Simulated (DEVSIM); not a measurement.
# abrupt Si n-p junction

System: abrupt Si n-p junction, at 300 K.

| layer (left to right) | material | thickness (μm) | Nd (cm⁻³) | Na (cm⁻³) | τn (s) | τp (s) |
|---|---|---|---|---|---|---|
| 1 | Si | 9.80 | 5.6e16 | - | 5.6e-6 | 5.6e-6 |
| 2 | Si | 0.330 | - | 1.2e14 | 5.6e-6 | 5.6e-6 |

Left contact: ohmic. Right contact: ohmic. Voltage is applied to the left contact. Recombination: SRH at mid-gap. Mobility is constant in doping.

This is a model device: material constants are rounded textbook-type values typed into the input, and sizes, dopings and lifetimes were drawn at random. Values at 300 K.

```
parameter           Si
-------------  -------
gap (eV)         1.124
affinity (eV)     4.05
permittivity      11.7
Nc (cm⁻³)      2.86e19
Nv (cm⁻³)       3.1e19
μn (cm²/Vs)       1417
μp (cm²/Vs)        470
```

Simulated with DEVSIM: 1D drift-diffusion, Boltzmann statistics, complete ionisation; no tunnelling, impact ionisation, image-force lowering or self-heating.

The potential step across the device at zero bias is 0.641 V, the largest field in the device at zero bias comes out as 20000 V/cm and the dark forward voltage at 1 A/cm² is 0.345 V. The dark forward voltage at 100 A/cm² is 0.501 V.

Small-signal capacitance in reverse bias (quasi-static):

```json
[
 {"V (V)": "0.04", "C (nF/cm²)": "29.7"},
 {"V (V)": "0.1", "C (nF/cm²)": "29.5"},
 {"V (V)": "0.2", "C (nF/cm²)": "29.1"},
 {"V (V)": "0.3", "C (nF/cm²)": "28.8"},
 {"V (V)": "0.4", "C (nF/cm²)": "28.5"},
 {"V (V)": "0.6", "C (nF/cm²)": "28.0"},
 {"V (V)": "0.8", "C (nF/cm²)": "27.5"},
 {"V (V)": "1", "C (nF/cm²)": "27.0"},
 {"V (V)": "1.3", "C (nF/cm²)": "26.4"},
 {"V (V)": "1.6", "C (nF/cm²)": "25.9"},
 {"V (V)": "2", "C (nF/cm²)": "25.1"}
]
```

Dark forward current:

(V (V), J (A/cm²)): (-0.05, -2.1e-5); (-0.10, -0.00015); (-0.15, -0.00096); (-0.20, -0.0059); (-0.25, -0.036); (-0.30, -0.21); (-0.35, -1.2); (-0.40, -6.2); (-0.45, -28); (-0.50, -98); (-0.55, -250); (-0.60, -470); (-0.65, -770); (-0.70, -1100); (-0.75, -1500); (-0.80, -1900); (-0.85, -2400)
